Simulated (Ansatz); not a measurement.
Functionals compared on the (331) surface of fcc Ir in its 1x1 cell, outermost plane spacing 0.89 Å in the ideal cut, in Ansatz (plane waves, PAW). The structure was relaxed with PBE; the other rows are single points on it, each with its references at the same level. Cutoff 420 eV (500 eV for r2SCAN).

Model: 12-atom slab, 9.8 Å thick at the start (thin: gaps and levels are the slab's own), 14x7x1 mesh, Fermi-Dirac 0.1 eV, dipole correction, all atoms relaxed; held to the part of the start's symmetry that mesh and held atoms allow; no spin, no spin-orbit, no U. These notes are the PBE run's.

```csv
functional,surface energy (J/m²),work function of the top face (eV),rough cost of the single point
PBE,2.68,5.05,–
LDA,3.29,5.41,roughly 2.3 core-minutes
PBEsol,3.13,5.17,around 2.2 core-minutes (rough)
RPBE,2.43,4.90,very roughly 2.5 core-minutes
r2SCAN,?,?,very roughly 4 core-minutes
```

Problem. Some entries are withheld; supply them.

Solution. 
- r2SCAN, surface energy (J/m²): 2.92
- r2SCAN, work function of the top face (eV): 5.06

Ansatz is a program for electronic structure.
